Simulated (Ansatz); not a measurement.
A computed series for ZrO2: pressure series

Consider ZrO$_{2}$ (space group P4_2/nmc, No. 137; a = 3.6210 Å, c = 5.2828 Å).

Cell and atoms are relaxed at each pressure.

Levels (all Ansatz, an electronic-structure program, PAW): PBE (420 eV, no spin-orbit coupling); PBEsol (420 eV, no spin-orbit coupling).

The base cell above is that of PBE; each level relaxes its own structures.

```json
[
 {"case": "pressure −2 GPa", "volume per atom, PBE": "11.70 Å³", "volume per atom, PBEsol": "11.21 Å³"},
 {"case": "pressure −1 GPa", "volume per atom, PBE": "11.62 Å³", "volume per atom, PBEsol": "11.15 Å³"},
 {"case": "pressure 0.9 GPa", "volume per atom, PBE": "11.48 Å³", "volume per atom, PBEsol": "11.03 Å³"},
 {"case": "pressure 2.1 GPa", "volume per atom, PBE": "11.40 Å³", "volume per atom, PBEsol": "10.96 Å³"},
 {"case": "pressure 4.5 GPa", "volume per atom, PBE": "11.24 Å³", "volume per atom, PBEsol": "10.84 Å³"},
 {"case": "pressure 9 GPa", "volume per atom, PBE": "10.99 Å³", "volume per atom, PBEsol": "10.62 Å³"},
 {"case": "pressure 15 GPa", "volume per atom, PBE": "10.70 Å³", "volume per atom, PBEsol": "10.36 Å³"},
 {"case": "pressure 22.5 GPa", "volume per atom, PBE": "10.39 Å³", "volume per atom, PBEsol": "10.09 Å³"},
 {"case": "pressure 30 GPa", "volume per atom, PBE": "10.12 Å³", "volume per atom, PBEsol": "9.85 Å³"}
]
```

PBE lies above PBEsol in every row, by 0.27 Å³ to 0.49 Å³. They put the cases in the same order.

Load acts through the strain it causes; cell and atoms are relaxed under it. Whether these cells are dynamically stable was not tested. No other phases were tried under pressure. This is not the structure that ZrO2 has at room temperature and ambient pressure.
